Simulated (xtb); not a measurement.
xtb 6.7.1, GFN2-xTB: Fc1ccsc1/C=C/c1c2ccccc2cc2ccccc12, 35 atoms. The geometry is a generated start, not checked to be a minimum at this level.

```
Property                                                                                                        Value
------------------------  -------------------------------------------------------------------------------------------
method                                                                                                       GFN2-xTB
--acc                                                                                                     1 (default)
--etemp (K)                                                                                             300 (default)
detailed input (--input)  none: ANC optimiser, Lindh (1995) Hessian, microcycle=20, maxdispl=1.0, hlow=0.01 (default)
basis functions                                                                                                   107
valence electrons                                                                                                 106
```

The structure is relaxed from this start with --opt LEVEL for the levels crude, sloppy, loose, lax, normal, tight, vtight, extreme, once each. Up to the end of the extreme run atoms move by at most 0.11 Å along an axis.

Problem. What is the loosest level that ends within 1 meV of the extreme run, and how many cycles does it take?

Solution. sloppy: 5 cycles against 22, ending 0.27 meV above.

| level | cycles | energy above the extreme run (meV) | gradient norm (eV/Å) |
|---|---|---|---|
| crude | 4 | 1.7 | 0.23 |
| sloppy | 5 | 0.27 | 0.075 |
| loose | 6 | 0.15 | 0.025 |
| lax | 6 | 0.15 | 0.025 |
| normal | 6 | 0.15 | 0.025 |
| tight | 9 | 0.091 | 0.0051 |
| vtight | 22 | under 0.01 | 0.0014 |
| extreme | 22 | — | 0.0014 |
